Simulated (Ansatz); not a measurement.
Consider TiO2 in the rutile structure (space group P4_2/mnm, No. 136; a = 4.644 Å, c = 2.964 Å).

(Cell as relaxed with PBE.)

Levels (all Ansatz, a quantum-chemistry and plane-wave program, PAW, earlier PAW set): PBE (420 eV, scalar-relativistic without spin-orbit coupling); r2SCAN (500 eV, spin-orbit coupling left out).

Each level relaxes its own structure.

```tsv
base	PBE	r2SCAN
volume per atom	10.65 Å³	10.41 Å³
lattice parameter a	8.775 bohr	8.688 bohr
band gap	1.86 eV	2.22 eV
```

Modification: a hydrostatic pressure of 0.7 GPa.

```tsv
quantity	PBE	r2SCAN
c/a ratio	0.639	…
band gap	1.86 eV	…
valence-band top at Γ (three highest levels, from the VBM)	0.00, -0.42, -0.42 eV	…
shortest interatomic distance	3.698 bohr	…
```

Q: Given the PBE results, estimate those of r2SCAN.

A: 
- c/a ratio, r2SCAN: 0.643
- band gap, r2SCAN: 2.23 eV
- valence-band top at Γ (three highest levels, from the VBM), r2SCAN: 0.00, -0.47, -0.47 eV
- shortest interatomic distance, r2SCAN: 3.679 bohr

PBE's c/a ratio lies 0.004 below r2SCAN's; PBE's band gap lies 0.362 eV below r2SCAN's; PBE's shortest interatomic distance lies 0.0183 bohr above r2SCAN's (0.5 %). Neither level is exact; r2SCAN is the comparison here, not a measurement.

Load acts through the strain it causes; cell and atoms are relaxed under it. Whether these cells are dynamically stable was not tested. All final runs are without spin polarisation.
